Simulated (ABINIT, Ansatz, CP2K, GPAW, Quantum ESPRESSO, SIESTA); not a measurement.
**Code comparison for Sn (I4_1/amd, 2 atoms in the cell)**

Self-consistent single point.

```yaml
crystal:
  lattice:
    - [-2.91500, 2.91500, 1.59000]
    - [2.91500, -2.91500, 1.59000]
    - [2.91500, 2.91500, -1.59000]
  atoms:
    - { symbol: Sn, position: [0.25000, 0.75000, 0.50000] }
    - { symbol: Sn, position: [0.00000, 0.00000, 0.00000] }
```

All programs got the same cell, k-point mesh and kind of occupations (in Ansatz's words: kpoints.mp_grid.grid = 8 8 8; scf.occupations.method = gaussian; scf.occupations.width = 0.1 eV); potentials, basis and cutoffs are each program's usual ones.

```json
[
 {"code": "SIESTA", "model": "GGA PBE, numerical atomic orbitals DZP, PseudoDojo PBE standard norm-conserving potentials (rewritten from UPF to PSML)", "pressure (GPa)": "3.36", "k-points": "296", "cutoff": "grid 350 Ry"},
 {"code": "Ansatz", "model": "PBE, default PAW files", "pressure (GPa)": "2.68", "k-points": "59", "cutoff": "default"},
 {"code": "ABINIT", "model": "PBE, norm-conserving pseudopotentials (PseudoDojo nc-sr-05 PBE standard)", "pressure (GPa)": "2.63", "k-points": "59", "cutoff": "36 Ha"},
 {"code": "GPAW", "model": "PBE, GPAW PAW datasets PBE (gpaw-data 1.0.1)", "pressure (GPa)": "2.28", "k-points": "59", "cutoff": "550 eV"},
 {"code": "CP2K", "model": "PBE, GPW, DZVP-MOLOPT-SR-GTH basis, GTH-PBE potentials (GTH_POTENTIALS)", "pressure (GPa)": "4.00", "k-points": "260", "cutoff": "grid 400 Ry"},
 {"code": "Quantum ESPRESSO", "model": "PBE, GBRV 1.5 ultrasoft (PBE) pseudopotentials", "pressure (GPa)": "2.60", "k-points": "59", "cutoff": "40 Ry"}
]
```

The spread over the programs that give each value: pressure within 1.72 GPa.

The starting cell has typed, rounded lattice constants, without a prior relaxation at this level.

Question: Why do the programs differ, and what cannot be compared?

Answer: Differences of this kind can come from the potentials, where these differ, and from what each basis and cutoff leave unconverged. The valence holds different numbers of electrons (SIESTA 28, Ansatz (a program for electronic structure) 28, ABINIT 28, GPAW 28, CP2K 8, Quantum ESPRESSO 28). The zero of total energies and Fermi levels follows the potentials and each program's conventions, so they are not compared here. SIESTA and CP2K use small atom-centred bases, whose incompleteness enters pressures, forces and empty levels differently from a plane-wave cutoff. Ansatz's pressure is given at a fixed set of plane waves, as the other plane-wave codes print theirs; with its correction for the finite basis it is 2.71 GPa. The programs reduce the same mesh by symmetry to different extents, which changes the work and not the result. In the pressure, CP2K (by 1.38) lies more than 1 GPa from the median of the plane-wave programs.

Left out of this page: Elk and FLEUR (not drawn, or without a comparable value).

Keys are those of Ansatz 0.2.
